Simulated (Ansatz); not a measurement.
Ansatz (a program for electronic structure) run on Ca3Pd (Pm-3m, 4 atoms in the cell): self-consistent single point

Method: PBEsol, default PAW files made with PBE (plane waves; Ansatz).

Input:

Ansatz 0.2 input:
```yaml
# Ca3Pd
crystal:
  lattice:
    - [4.843285, 0.000000, 0.000000]
    - [0.000000, 4.843285, 0.000000]
    - [0.000000, 0.000000, 4.843285]
  atoms:
    - { symbol: Ca, position: [0.000000, 0.500000, 0.500000] }
    - { symbol: Ca, position: [0.500000, 0.500000, 0.000000] }
    - { symbol: Ca, position: [0.500000, 0.000000, 0.500000] }
    - { symbol: Pd, position: [0.000000, 0.000000, 0.000000] }
kpoints:
  mp_grid: { grid: [6, 6, 6] }
hamiltonian:
  xc: pbesol
  pseudopotentials: { kind: paw }
scf:
  occupations: { method: cold, width: 0.1 eV }
output:
  forces: true
  eigenvalues: true
  stress: true
```

The program printed (abridged):

```
WARN basis.ecutwfc = 420 eV, the default
WARN ansatz: RAYON_NUM_THREADS=1 ignored (pool sized by the plan → 1); use --threads N
Pseudopotentials: kind: paw
Pseudopotential: Ca, paw, valence charge 10
Pseudopotential: Pd, paw, valence charge 18
Crystal: 4 atoms, lattice volume = 113.611 Å³
Basis set: ecut = 420 eV, 2205 PW (Γ), exchange–correlation on 72×72×72 points (8 copies of the dense FFT grid, shifted against one another)
Bands: 29, of which v1, the nominal top of the filled ones, is band 24 counted from 1 (23 counted from 0)
Symmetry: 48 space group operations
Space group: Pm-3m (ITA 221), of the structure as read, at distance tolerance 4.8e-5 Å
k-points: 20 of 216
PAW frozen core: Ca, regenerated for the run's functional, and the local potential with it
PAW frozen core: Pd, regenerated for the run's functional, and the local potential with it
Initial density: superposition of atomic densities (neutral atoms: chi_scale 0, normalization atom), corrected by the library's trained network
Initial wavefunctions: pseudopotential atomic-orbital guess
Eigensolver: davidson
Functional: x = pbesol(κ = 0.804, μ = 0.12345679012345678), c = pbesol(β = 0.046)
SCF iter   1: F=—  HF=-12288.432741 eV  |F-HF|=—  |Δ(HF+E_count)|=         —  Δρ=6.81e-3  dr2=7.82e-2  ethr=1.77e-3  ⟨swp⟩=7.2  Hψ=2639  notcnv=0
all-band conjugate gradients solve this SCF's bands
preconditioner: auto → Kerker (q_TF=auto, 2.363 Å⁻¹)
SCF iter   2: F=—  HF=-12288.420878 eV  |F-HF|=—  |Δ(HF+E_count)|=   1.19e-2  S|Δr|=    0.00e0  Δρ=3.19e-3  dr2=1.25e-2  ethr=1.63e-4  ⟨swp⟩=2.0  Hψ=894  notcnv=0
SCF iter   3: F=—  HF=-12288.419149 eV  |F-HF|=—  |Δ(HF+E_count)|=   1.73e-3  S|Δr|=    0.00e0  Δρ=1.29e-3  dr2=2.81e-3  ethr=2.61e-5  ⟨swp⟩=2.0  Hψ=691  notcnv=0
SCF iter   4: F=—  HF=-12288.418524 eV  |F-HF|=—  |Δ(HF+E_count)|=   6.25e-4  S|Δr|=    0.00e0  Δρ=3.86e-4  dr2=2.85e-4  ethr=5.86e-6  ⟨swp⟩=2.2  Hψ=964  notcnv=0
SCF iter   5: F=—  HF=-12288.418479 eV  |F-HF|=—  |Δ(HF+E_count)|=   4.54e-5  S|Δr|=    0.00e0  Δρ=7.55e-5  dr2=9.35e-6  ethr=5.94e-7  ⟨swp⟩=2.6  Hψ=881  notcnv=0
SCF iter   6: F=—  HF=-12288.418483 eV  |F-HF|=—  |Δ(HF+E_count)|=   3.84e-6  S|Δr|=    0.00e0  Δρ=2.11e-5  dr2=8.23e-7  ethr=1.95e-8  ⟨swp⟩=2.0  Hψ=713  notcnv=0
SCF iter   7: F=-12288.418483 eV  HF=-12288.418483 eV  |F-HF|=1.08e-8  |Δ(HF+E_count)|=   6.23e-8  S|Δr|=    0.00e0  Δρ=4.19e-6  dr2=2.30e-8  ethr=2.08e-10  ⟨swp⟩=6.0  Hψ=2301  notcnv=0
SCF 1 converged in 7 iterations: F = -12288.418483 eV  dr2 = 2.30e-8
SCF converged after 7 iterations
Stability not checked (fill_not_monotonic)
Free energy (F): -12288.418483 eV
Harris-Foulkes:  -12288.418483 eV  (|F-HF|=1.08e-8)
Internal energy: -12288.418681 eV  (E = F + TS)
E sigma→0 (E₀):  -12288.418549 eV
Entropy (-TS):   0.000199 eV (0.050 meV/atom)
Fermi energy:    8.260747 eV
--- Per-component energies (eV) ---
  E_band       = -750.119709
  E_kinetic    = 1346.117528
  E_local      = -5122.252461  (includes V_loc(G=0)·N_el)
  E_nonlocal   = 414.057740
  E_hartree    = 1928.234015
  E_xc         = -572.556616
  E_vxc        = -718.599027  (∫ρ·V_xc dr)
  E_paw        = -6195.967559  (= ΣΔE_a)
  E_vpaw       = -525.902464  (= ΣTr[D̂ρ^β])
  E_aug_tail   = 0.000179  (compensation charges beyond the density's cutoff)
  E_ewald      = -4086.710415
  E_core_change = 0.658907  (= ΣΔE_core)
  E_smearing   = 0.000199  (= −TS)
  E_closure    = 0.000000  (closes the sum)
  Σ components = -12288.418483   (vs F -12288.418483, Δ=0.00e0)
--- Forces (eV/Å), atoms counted from 1 ---
  atom   1  Ca     0.00000000    -0.00000000     0.00000000
   [... zero for the other atoms too ...]
  max |Σ_I F_I| component: 4.19e-29 eV/Å
--- Stress (GPa, compression-positive) ---
       -0.916703       0.000000       0.000000
        0.000000      -0.916703       0.000000
        0.000000       0.000000      -0.916703
  P = ⅓ Tr σ = -0.9167 GPa (-9.167 kbar)
  The stress holds the Pulay correction. Without it, at fixed plane waves, as pw.x and ABINIT print it: P = -0.9224 GPa
--- Band table (eV; the first three rows and the last of 20) ---
  k-point 0: bands = ["-75.5238", "-41.2701", "-41.2701", "-41.2701", "-33.0286", "-32.9514", "-32.9514", "-14.2831", "-14.2831", "-14.2831", "-14.0372", "-14.0372", "-14.0372", "-13.9385", "-13.9385", "-13.9385", "3.5668", "5.6718", "5.6718", [...]
  k-point 1: bands = ["-75.5238", "-41.2701", "-41.2701", "-41.2701", "-33.0240", "-32.9560", "-32.9514", "-14.2703", "-14.2703", "-14.2629", "-14.0419", "-14.0419", "-14.0392", "-13.9645", "-13.9472", "-13.9472", "3.7813", "5.7224", "5.7313", [...]
  k-point 2: bands = ["-75.5238", "-41.2702", "-41.2701", "-41.2701", "-33.0122", "-32.9677", "-32.9513", "-14.2402", "-14.2402", "-14.2060", "-14.0570", "-14.0570", "-14.0430", "-14.0330", "-13.9637", "-13.9637", "4.3841", "5.7951", "5.8246", [...]
  k-point 19: bands = ["-75.5238", "-41.2702", "-41.2702", "-41.2702", "-32.9766", "-32.9766", "-32.9766", "-14.4374", "-14.2252", "-14.2252", "-14.2252", "-13.9742", "-13.9742", "-13.9232", "-13.9232", "-13.9232", "5.6677", "5.6677", "5.6677", [...]
```

The run converged in 7 iterations.

The starting cell was generated: these elements placed on a structure prototype, without a prior relaxation; it need not be a known phase or ordering of this composition. Its lattice was rescaled by a random factor within 2.5 % of one. Spin polarisation is off. Ansatz's pressure includes its estimate of the finite-basis (Pulay) stress.
